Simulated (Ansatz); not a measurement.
Fermi-surface data of TiAl (P4/mmm)

Input:

```
CELL_PARAMETERS angstrom
      2.75610     0.00000     0.00000
      0.00000     2.75610     0.00000
      0.00000     0.00000     3.99773
ATOMIC_POSITIONS crystal
  Ti 0.50000 0.50000 0.50000
  Al 0.00000 0.00000 0.00000
```

These are PBEsol, rigid bands (plane waves, PAW, scalar-relativistic; Ansatz, a first-principles code) values and carry that method's errors. Condition of this run: hydrostatic pressure 5 GPa (the target of the relaxation). Geometry: cell and atoms relaxed with PBEsol, then loaded as said.

```
Property                                                                Value
------------------------------------  ---------------------------------------
density of states at the Fermi level        1.73 states/(eV·cell), both spins
bare Sommerfeld coefficient                          2.0 mJ/(mol of atoms·K²)
Drude plasma energy                              5.2 (x), 5.2 (y), 4.8 (z) eV
root-mean-square Fermi velocity                                     4.2e5 m/s
resistivity times τ                   17.8 (x), 17.8 (y), 22 (z) ×10⁻²² Ω·m·s
```

A metal at this level (no band gap); rigid bands, thermally averaged at 300 K, both spins. Spin-orbit coupling is left out. τ is one relaxation time for all states.
